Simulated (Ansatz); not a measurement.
A computed series for BN: response to strain

Start from BN in the zinc blende structure (space group F-43m, No. 216; a = 3.6097 Å). Axes: x, y, z lie along the cube axes.

Strains are applied to the cell and any free atomic positions relax; under biaxial strain the out-of-plane vector relaxes too.

Calculations: r2SCAN (Ansatz, an electronic-structure program; PAW; 500 eV plane waves; no spin-orbit coupling).

Notes on the quantities. energy relative to the base: free energy F.

| biaxial strain, plane normal [111], relaxed out of plane (%) | energy relative to the base (meV/atom) |
|---|---|
| 0 | 0.0 |
| 0.42 | 0.7 |
| 0.83 | 2.7 |
| 1.25 | ? |
| 1.67 | 10.6 |
| 2.08 | 16.3 |
| 2.5 | 23.3 |

Fit ΔE = Aε² + Bε³ (ε in %) to the rows shown and predict the withheld row.

Least squares on the printed values gives A = 3.96 and B = -0.094 meV/atom (largest residual 0.0 meV/atom); this predicts 6.0 meV/atom, and the run gives 6.0 meV/atom, in agreement.

Whether these cells are dynamically stable was not tested.
